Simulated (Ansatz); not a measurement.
CH3 on the 1x1 (0001) surface of hcp Ru, one in a 2x2 cell, energies for each (25.7 Å²). Energies are against CH4(g) − ½ H2(g), without zero-point or thermal terms; each row is named by its start.

The numbers are results of PBE (plane waves to 420 eV, PAW; Ansatz, a first-principles code), not measurements.

Set-up: 20 atoms, 6.3 Å thick at the start under the adsorbate (thin: gaps and levels are the slab's own); mesh 6x6x1; 0.1 eV smearing; dipole correction on; 8 atoms held, the rest relaxed; each run with such symmetry as its start has; spin where the adsorbate may keep a moment, no spin-orbit, no U, no dispersion correction.

A negative adsorption energy means that the adsorbate is more stable on the surface than in its reference. Starts that drift may end in the same place. Heights count from the host atoms within 0.3 Å of the top one.

| starting site | E_ads (eV) | height (Å) | nearest host atom (Å) | bonded to | Δ work function (eV) | lateral drift (Å) | moment (μB) |
|---|---|---|---|---|---|---|---|
| top Ru | 0.78 | 2.21 | Ru 2.15 | Ru | -0.35 | 0.0 | 0.0 |
| hollow Ru-Ru-Ru | 0.35 | 1.72 | Ru 2.30 | 3 Ru | -1.27 | 0.0 | – |
| hollow Ru-Ru-Ru over Ru at depth 2.1 Å | ___ | 1.69 | Ru 2.29 | 3 Ru | ___ | 0.0 | – |
| bridge Ru-Ru (span 2.7 Å) | 0.35 | 1.72 | Ru 2.30 | 3 Ru | -1.27 | 0.8 | – |

Q: Complete the blanks.

A: 
- hollow Ru-Ru-Ru over Ru at depth 2.1 Å, E_ads (eV): 0.38
- hollow Ru-Ru-Ru over Ru at depth 2.1 Å, Δ work function (eV): -1.24
